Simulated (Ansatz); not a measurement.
Data:

```
CELL_PARAMETERS angstrom
      5.07230     0.00000     0.00000
      0.00000     5.07230     0.00000
      0.00000     0.00000     6.97216
ATOMIC_POSITIONS crystal
  Si 0.29457 0.29457 0.00000
  Si 0.79457 0.20543 0.75000
  Si 0.20543 0.79457 0.25000
  Si 0.70543 0.70543 0.50000
  O  0.24106 0.09295 0.17453
  O  0.74106 0.40705 0.57547
  O  0.25894 0.59295 0.07547
  O  0.75894 0.90705 0.67453
  O  0.90705 0.75894 0.32547
  O  0.40705 0.74106 0.42453
  O  0.59295 0.25894 0.92453
  O  0.09295 0.24106 0.82547
```

No spin polarisation.

Calculations: r2SCAN, PAW, 500 eV (Ansatz, a quantum-chemistry and plane-wave program; no spin-orbit coupling), earlier PAW set. k-mesh 6×6×4 (Γ-centred); smearing 0.05 eV (Fermi–Dirac).

Problem. Predict the width of the top valence band and gap character.

Solution. The width of the top valence band is 0.66 eV and the gap character is direct at Γ.

The cells carry an imposed strain or load. Whether these cells are dynamically stable was not tested. The cell was made from SiO₂ (space group P4_12_12, No. 92) by this change: biaxial strain +1.86 %, plane normal [001], relaxed out of plane.
